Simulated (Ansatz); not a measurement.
## Nb5Si3 under a change: pressure 7.5 GPa

Consider Nb$_{5}$Si$_{3}$ (space group I4/mcm, No. 140; a = 6.549 Å, c = 11.806 Å).

One thing is altered: cell and atoms relaxed at a pressure of 7.5 GPa.

Computed with Kohn–Sham DFT with the PBEsol functional, run in Ansatz (an electronic-structure program) with PAW and 420 eV plane waves, no spin-orbit coupling. Settings: 8×8×8 k-points, 0.05 eV Fermi–Dirac smearing.

| quantity | base | changed | shift |
|---|---|---|---|
| volume per atom | 15.82 Å³ | 15.30 Å³ | -0.526 Å³ |
| density | 7.20 g/cm³ | 7.45 g/cm³ | +0.25 g/cm³ |
| c/a ratio | 1.803 | 1.800 | -0.003 |
| shortest interatomic distance | 2.396 Å | 2.371 Å | -0.0245 Å |
| enthalpy H = E + PV relative to the base's energy | – | +0.73 eV/atom | – |
| band gap | zero | zero | – |

Load acts through the strain it causes; cell and atoms are relaxed under it. Whether these cells are dynamically stable was not tested. No other phases were tried under pressure. All final runs are without spin polarisation.
